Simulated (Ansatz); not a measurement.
We consider L1₀ (CuAu-type) FePt, described by rVV10 (plane waves, PAW; Ansatz, an electronic-structure program).

Numerical settings: plane-wave cutoff 520 eV, 20×20×16 k mesh (along the axes of the cell as run), Fermi–Dirac smearing 0.05 eV, spin-polarised with parallel moments, scalar-relativistic PAW data made under PBE.

Energies at three volumes about the minimum:

```
V (Å³/atom)  E − E_lowest (meV/atom)
-----------  -----------------------
14.027                          3.64
14.314                          0.00
14.600                          3.36
```

Problem. Fit a parabola by hand: where is the minimum, and what is the bulk modulus?

Solution. Slopes: (0.00 − 3.64)/(14.314 − 14.027) = -12.683 and (3.36 − 0.00)/(14.600 − 14.314) = 11.748 meV/Å³. Curvature E″ = 2 × (11.748 − (-12.683))/(14.600 − 14.027) = 85.274 meV/Å⁶. From the middle of the first interval, the slope vanishes at V0 = 14.1705 − (-12.683)/85.274 = 14.319 Å³/atom. B = V0 E″ = 14.319 × 85.274 meV/Å³ × 0.1602 GPa per meV/Å³ = 196 GPa. The full Birch–Murnaghan fit to all volumes gives V0 = 14.314 Å³/atom and B0 = 196 GPa.

Shape and atoms are relaxed at each volume.

Measured, for comparison: bulk modulus 208 GPa (room temperature, no zero-point or thermal correction; as tabulated in First-principles calculations on Fe-Pt nanoclusters of various morphologies). Computed (rounded) less measured: bulk modulus -6 %.

Note: the bulk modulus comes from volumes at which shape and atoms were relaxed.
